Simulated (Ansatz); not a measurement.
MgS, pressure series

Start from MgS in the rock salt structure (space group Fm-3m, No. 225; a = 5.129 Å).

Cell and atoms are relaxed at each pressure.

Calculations: Kohn–Sham DFT with the LDA functional, run in Ansatz (a program for electronic structure) with PAW and 420 eV plane waves, spin-orbit coupling left out.

Notes on the quantities. enthalpy: H = E + PV relative to the base's energy.

```tsv
case	band gap	enthalpy	width of the top valence band	smallest direct gap
base	2.65 eV	–	2.54 eV	3.83 eV
pressure −2 GPa	2.60 eV	-0.21 eV/atom	2.46 eV	3.62 eV
pressure −1 GPa	2.62 eV	-0.11 eV/atom	2.50 eV	3.73 eV
pressure 0.9 GPa	___	+0.09 eV/atom	2.57 eV	3.91 eV
pressure 2.1 GPa	2.70 eV	+0.22 eV/atom	2.61 eV	4.03 eV
pressure 4.5 GPa	___	+0.46 eV/atom	2.68 eV	4.24 eV
pressure 9 GPa	___	+0.90 eV/atom	2.81 eV	4.61 eV
pressure 15 GPa	2.91 eV	+1.47 eV/atom	2.97 eV	5.05 eV
pressure 22.5 GPa	3.00 eV	+2.14 eV/atom	3.14 eV	5.29 eV
pressure 30 GPa	3.07 eV	+2.78 eV/atom	___	5.48 eV
```

### Question
What belongs in the blanks?

### Answer

- pressure 0.9 GPa, band gap: 2.67 eV
- pressure 4.5 GPa, band gap: 2.75 eV
- pressure 9 GPa, band gap: 2.83 eV
- pressure 30 GPa, width of the top valence band: 3.30 eV

Load acts through the strain it causes; cell and atoms are relaxed under it. Stability against distortions was not tested. Competing high-pressure phases were not computed.
